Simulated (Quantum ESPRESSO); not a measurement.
A user runs Quantum ESPRESSO on Li3Cd (I4/mmm, 4 atoms in the cell) and asks whether the run is sound. The aim is a self-consistent single point with DFT, LDA (PZ), plane waves, GBRV 1.5 ultrasoft (LDA) pseudopotentials.

Cell that was meant: a = 4.9160 Å, b = 4.9160 Å, c = 4.9160 Å, α = 74.73°, β = 50.83°, γ = 50.83°.

Part of the input:

```fortran
 nat = 4
 ntyp = 2
 ecutwfc = 40
 ecutrho = 80
 occupations = 'smearing'
 smearing = 'fermi-dirac'
 degauss = 0.0073499
```

Output (repeated stretches shortened):

```
     Message from routine set_cutoff:
     ecutrho < 4*ecutwfc, are you sure?
     G-vector sticks info
     --------------------
   [... lines left out ...]
         3        Li     tau(   3) = (   0.0000000   0.0000000   0.9260062  )
         4        Cd     tau(   4) = (   0.0000000   0.0000000   0.0000000  )

     number of k points=   126  Fermi-Dirac smearing, width (Ry)=  0.0073

     Number of k-points >= 100: set verbosity='high' to print them.

     Dense  grid:     5649 G-vectors     FFT dimensions: (  27,  27,  27)

     Initial potential from superposition of free atoms

     starting charge      19.1477, renormalised to      21.0000

     negative rho (up, down):  1.598E-02 0.000E+00
     Self-consistent Calculation

     iteration #  1     ecut=    40.00 Ry     beta= 0.40

     negative rho (up, down):  1.349E-02 0.000E+00

     total energy              =    -156.21858803 Ry
     estimated scf accuracy    <       3.62940338 Ry

     iteration #  2     ecut=    40.00 Ry     beta= 0.40

     negative rho (up, down):  1.422E-02 0.000E+00

     total energy              =    -157.46525838 Ry
     estimated scf accuracy    <       0.31297099 Ry

     iteration #  3     ecut=    40.00 Ry     beta= 0.40

     negative rho (up, down):  1.475E-02 0.000E+00

     total energy              =    -157.44797535 Ry
     estimated scf accuracy    <       0.05371722 Ry

   [... 10 blocks of this kind left out ...]

     iteration # 14     ecut=    40.00 Ry     beta= 0.40

     negative rho (up, down):  1.450E-02 0.000E+00

     total energy              =    -157.47279557 Ry
     estimated scf accuracy    <          4.6E-09 Ry

     iteration # 15     ecut=    40.00 Ry     beta= 0.40

     negative rho (up, down):  1.450E-02 0.000E+00
     End of self-consistent calculation

     Number of k-points >= 100: set verbosity='high' to print the bands.

     the Fermi energy is     4.4257 ev

!    total energy              =    -157.47279556 Ry
     estimated scf accuracy    <          3.5E-11 Ry
     smearing contrib. (-TS)   =      -0.00366977 Ry
     internal energy E=F+TS    =    -157.46912579 Ry

     convergence has been achieved in  15 iterations

     negative rho (up, down):  1.450E-02 0.000E+00

     Forces acting on atoms (cartesian axes, Ry/au):

     atom    1 type  1   force =     0.00000000    0.00000000   -0.00000000
   [... zero for the other atoms too ...]

     Total force =     0.000000     Total SCF correction =     0.000000

     negative rho (up, down):  1.450E-02 0.000E+00
          total   stress  (Ry/bohr**3)                   (kbar)     P=        1.92
   0.00001154  -0.00000000  -0.00000000            1.70       -0.00       -0.00
  -0.00000000   0.00001154   0.00000000           -0.00        1.70        0.00
  -0.00000000   0.00000000   0.00001611           -0.00        0.00        2.37

   JOB DONE.
```

Question: Is anything amiss in this input, and did it matter?

Answer: The run is not sound. The fault is a density cutoff or grid that is too coarse. The charge density holds wave vectors up to twice those of the orbitals (four times the energy cutoff), and augmentation charges need more still. To fix it, restore the density cutoff. The run converged in 15 iterations without an error; against the sound input the free energy falls by 24.0 meV/atom and the pressure goes from -1.35 to 0.19 GPa.

The sound input it was made from differs as follows (other fixes are possible):
```diff
- ecutrho = 80
+ ecutrho = 200
```

With that input, the run converged in 15 iterations: free energy E − TS -2142.4303 eV; Fermi level (on the code's own zero) 4.41 eV; pressure -1.35 GPa (DFT, LDA (PZ), plane waves, GBRV 1.5 ultrasoft (LDA) pseudopotentials).

On the sound input: the starting cell comes from a database of computed structures (which also holds hypothetical and non-ambient phases and stackings), without a prior relaxation at this level. Its lattice was rescaled by a random factor within 2.5 % of one.
